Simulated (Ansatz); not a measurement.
Base system: Cr in the bcc (W type) structure (space group Im-3m, No. 229; a = 2.8143 Å; non-magnetic).

Method: PBEsol/PAW in Ansatz (an electronic-structure program), scalar-relativistic without spin-orbit coupling, earlier PAW set.

Base values:

- Volume per atom = 11.15 Å³
- Largest site moment = 0.00 μB

Perturbation: every Cr is replaced by Fe, then cell and atoms are relaxed.

Question: How does this affect the volume per atom and largest site moment?

Answer: The volume per atom drops by 0.324 Å³, from 11.15 Å³ to 10.82 Å³; the largest site moment goes from zero to 2.12 μB.

The magnetic state is the one reached from the starting moments; the real material's order can differ, and small cells can't hold many antiferromagnetic ones. Whether these cells are dynamically stable was not tested. Starting moments died away, wholly or in part, for the base; another magnetic solution may exist. Spin-polarised in the final run: Fe; the other runs are not. Real Cr is antiferromagnetic at low temperature and ambient pressure, an order that this cell doesn't hold.
